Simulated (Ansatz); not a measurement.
**SrTiO3: pressure series**

The reference is SrTiO3 in the cubic perovskite structure (space group Pm-3m, No. 221; a = 3.907 Å).

Cell and atoms are relaxed at each pressure.

The values are results of Ansatz (a first-principles code), r2SCAN, PAW, cutoff 500 eV, no spin-orbit coupling, not measurements.

```csv
pressure (GPa),band gap (eV)
-1,2.25
0,2.26
0.3,2.26
0.7,?
1.5,2.28
3,2.30
5,2.32
7.5,2.34
10,2.37
```

Question: Fit E_g = E₀ + αP + βP² to the rows shown and predict the withheld row.

Answer: Least squares on the printed values gives E₀ = 2.26 eV, α = 12.5 meV/GPa, β = -0.17 meV/GPa² (largest residual 0.00 eV); this predicts 2.27 eV, and the run gives 2.27 eV, in agreement.

Load acts through the strain it causes; cell and atoms are relaxed under it. No phonon test of stability was made. No other phases were tried under pressure. All final runs are without spin polarisation. Many cubic perovskites are stable only at high temperature; tilts and polar distortions were not tested.
